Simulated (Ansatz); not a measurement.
The parent structure is Li2Se in the anti-fluorite structure (space group Fm-3m, No. 225; a = 5.9448 Å).

The values are results of plane-wave PAW DFT at the PBEsol level (Ansatz, a first-principles code, 420 eV), no SOC, not measurements.

Strains are applied to the cell and any free atomic positions relax.

One change was made to it. Results:

| quantity | base | after |
|---|---|---|
| electron mass | 0.61 mₑ along k, 0.31 mₑ across (at X) | 0.63 mₑ along k, 0.31 mₑ across (at X) |
| energy relative to the base (free energy F) | 0 meV/atom | +3.7 meV/atom |
| band gap | 2.82 eV | 2.85 eV |

Name the change that was made.
A) isotropic strain −0.50 %
B) isotropic strain +2.00 %
C) isotropic strain +2.50 %
D) isotropic strain +1.00 %
E) isotropic strain +1.50 %

E, isotropic strain +1.50 %. For comparison, the energy relative to the base in the other runs: isotropic strain −0.50 % gives +0.4 meV/atom; isotropic strain +1.00 % gives +1.7 meV/atom; isotropic strain +2.50 % gives +10 meV/atom; isotropic strain +2.00 % gives +6.5 meV/atom.

Effective masses come from finite differences of ±0.01 Å⁻¹. Along k means along the line from Γ to the band edge. Stability against distortions was not tested.
